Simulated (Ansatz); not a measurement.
An Ansatz (a program for electronic structure) run: Sn with a change (Sn → Pb); DFT with r2SCAN, PAW potentials and a 500 eV plane-wave cutoff in Ansatz, no spin-orbit coupling, earlier PAW set.

Input:

Ansatz 0.2 input:
```yaml
crystal:
  lattice:
    - [0, 3.4765001039, 3.4765001039]
    - [3.4765001039, 0, 3.4765001039]
    - [3.4765001039, 3.4765001039, 0]
  atoms:
    - { symbol: Pb, position: [0.5, 0.5, 0.5] }
    - { symbol: Pb, position: [0.75, 0.75, 0.75] }
basis: { ecutwfc: 500, ecutrho_ratio: 4, xc_grid: 4, fft_grid_basis: typed }
kpoints: { mp_grid: { grid: [12, 12, 12] } }
hamiltonian:
  xc: r2scan
  dispersion: none
  pseudopotentials: { azcp: { folder: ./paw }, kind: paw }
scf: { occupations: { method: fermi_dirac, width: 0.05 }, convergence: { dr2_threshold: 0.0000000002 } }
output: { forces: true, stress: true }
checkpoint: { write: state.ck, write_every: 1000 }
```

Output:

```
WARN ansatz: RAYON_NUM_THREADS=1 ignored (pool sized by the plan → 1); use --threads N
Pseudopotentials: kind: paw
Pseudopotential: Pb, paw, valence charge 14
Functional definition: r2SCAN
Crystal: 2 atoms, lattice volume = 84.034 Å³
Basis set: ecut = 500 eV, 2109 PW (Γ), exchange–correlation on 144×144×144 points (64 copies of the dense FFT grid, shifted against one another)
Bands: 18, of which v1, the nominal top of the filled ones, is band 14 counted from 1 (13 counted from 0)
Symmetry: 48 space group operations
Space group: Fd-3m (ITA 227), of the structure as read, at distance tolerance 4.4e-5 Å
k-points: 72 of 1728
PAW frozen core: Pb, regenerated for the run's functional
Initial density: superposition of atomic densities (chi_scale 0.1, normalization cell)
Initial wavefunctions: pseudopotential atomic-orbital guess
Eigensolver: davidson
Functional: x = r2scan, c = r2scan; τ floored in thin density (d = 2e-4 eV/Å³)
iter 1 solved again at ethr=5.63e-4 eV; its pass at ethr=3.10e-3 eV (dr2=1.58e-1 eV) is discarded
SCF iter   1: F=—  HF=-23845.383514 eV  |F-HF|=—  |Δ(HF+E_count)|=         —  Δρ=1.45e-2  dr2=1.59e-1  dr2_τ=6.49e-3  ethr=5.63e-4  ⟨swp⟩=1.0  Hψ=8648  notcnv=0
all-band conjugate gradients solve this SCF's bands
preconditioner: auto → Kerker (q_TF=auto, 2.272 Å⁻¹)
SCF iter   2: F=—  HF=-23845.439213 eV  |F-HF|=—  |Δ(HF+E_count)|=   5.57e-2  Δρ=1.03e-2  dr2=9.19e-2  dr2_τ=1.36e-3  ethr=5.63e-4  ⟨swp⟩=2.0  Hψ=1569  notcnv=0
SCF iter   3: F=—  HF=-23845.467669 eV  |F-HF|=—  |Δ(HF+E_count)|=   2.85e-2  Δρ=2.00e-3  dr2=1.06e-2  dr2_τ=1.29e-4  ethr=3.28e-4  ⟨swp⟩=2.3  Hψ=1896  notcnv=0
SCF iter   4: F=—  HF=-23845.468267 eV  |F-HF|=—  |Δ(HF+E_count)|=   5.98e-4  Δρ=8.96e-4  dr2=2.29e-3  dr2_τ=1.74e-5  ethr=3.79e-5  ⟨swp⟩=2.5  Hψ=1778  notcnv=0
SCF iter   5: F=—  HF=-23845.468222 eV  |F-HF|=—  |Δ(HF+E_count)|=   4.49e-5  Δρ=2.81e-4  dr2=6.63e-5  dr2_τ=2.61e-6  ethr=8.18e-6  ⟨swp⟩=2.0  Hψ=1735  notcnv=0
SCF iter   6: F=—  HF=-23845.468282 eV  |F-HF|=—  |Δ(HF+E_count)|=   6.02e-5  Δρ=5.41e-5  dr2=2.01e-6  dr2_τ=3.38e-8  ethr=2.37e-7  ⟨swp⟩=2.3  Hψ=1792  notcnv=0
SCF iter   7: F=—  HF=-23845.468285 eV  |F-HF|=—  |Δ(HF+E_count)|=   3.23e-6  Δρ=1.40e-5  dr2=2.16e-7  dr2_τ=2.24e-9  ethr=7.19e-9  ⟨swp⟩=2.0  Hψ=2311  notcnv=0
SCF iter   8: F=—  HF=-23845.468285 eV  |F-HF|=—  |Δ(HF+E_count)|=   5.85e-8  Δρ=3.85e-6  dr2=9.25e-9  dr2_τ=7.96e-10  ethr=7.71e-10  ⟨swp⟩=2.0  Hψ=2307  notcnv=0
SCF iter   9: F=—  HF=-23845.468285 eV  |F-HF|=—  |Δ(HF+E_count)|=  4.26e-10  Δρ=8.25e-7  dr2=4.01e-10  dr2_τ=1.45e-11  ethr=3.30e-11  ⟨swp⟩=2.0  Hψ=2315  notcnv=0
SCF iter  10: F=-23845.468285 eV  HF=-23845.468285 eV  |F-HF|=1.82e-11  |Δ(HF+E_count)|=  5.64e-10  Δρ=1.88e-7  dr2=2.75e-11  dr2_τ=3.72e-13  ethr=1.00e-12  ⟨swp⟩=5.0  Hψ=4760  notcnv=0
SCF 1 converged in 10 iterations: F = -23845.468285 eV  dr2 = 2.75e-11
SCF converged after 10 iterations
Free energy (F): -23845.468285 eV
Harris-Foulkes:  -23845.468285 eV  (|F-HF|=1.82e-11)
Internal energy: -23845.463014 eV  (E = F + TS)
E sigma→0 (E₀):  -23845.465650 eV
Entropy (-TS):   -0.005271 eV (-2.636 meV/atom)
Fermi energy:    6.686861 eV
--- Per-component energies (eV) ---
  E_band       = -203.310673
  E_kinetic    = 586.932645
  E_local      = -2698.985169  (includes V_loc(G=0)·N_el)
  E_nonlocal   = 613.316083
  E_hartree    = 1068.928642
  E_xc         = -383.267101
  E_vxc        = -298.618006  (∫ρ·V_xc dr)
  E_paw        = -20847.733907  (= ΣΔE_a)
  E_vpaw       = -565.917837  (= ΣTr[D̂ρ^β])
  E_aug_tail   = -0.000021  (compensation charges beyond the density's cutoff)
  E_vtau       = 22.104304  (kinetic-family band-sum trace: ∫τ·v_τ [+ j·A + Jᵃ·Aᵃ] dr)
  E_ewald      = -2186.584789
  E_core_change = 1.930604  (= ΣΔE_core)
  E_smearing   = -0.005271  (= −TS)
  E_closure    = 0.000000  (closes the sum)
  Σ components = -23845.468285   (vs F -23845.468285, Δ=0.00e0)
  [band-id]    e_kinetic+e_local+e_nonlocal+2·e_hartree+e_vxc+e_vpaw+e_augmentation_tail+e_vtau = -203.310717   (vs E_band -203.310673, Δ=-4.43e-5)
--- Forces (eV/Å), atoms counted from 1 ---
  atom   1  Pb    -0.00000000     0.00000000    -0.00000000
  atom   2  Pb    -0.00000000    -0.00000000     0.00000000
  max |Σ_I F_I| component: 1.39e-17 eV/Å
--- Stress (GPa, compression-positive) ---
       -0.006061       0.000000       0.000000
        0.000000      -0.006061      -0.000000
        0.000000      -0.000000      -0.006061
  P = ⅓ Tr σ = -0.0061 GPa (-0.061 kbar)
  The stress holds the Pulay correction. Without it, at fixed plane waves, as pw.x and ABINIT print it: P = -0.0121 GPa
  The stress includes an estimate of the error left by incomplete SCF convergence (largest component -0.0000 GPa).
--- Band table ---
  band table: none
```

Stability against distortions was not tested. The cell was made from Sn by this change: Sn → Pb; the result is a model cell, its experimental status unchecked. This is not the structure that Pb has at room temperature and ambient pressure.
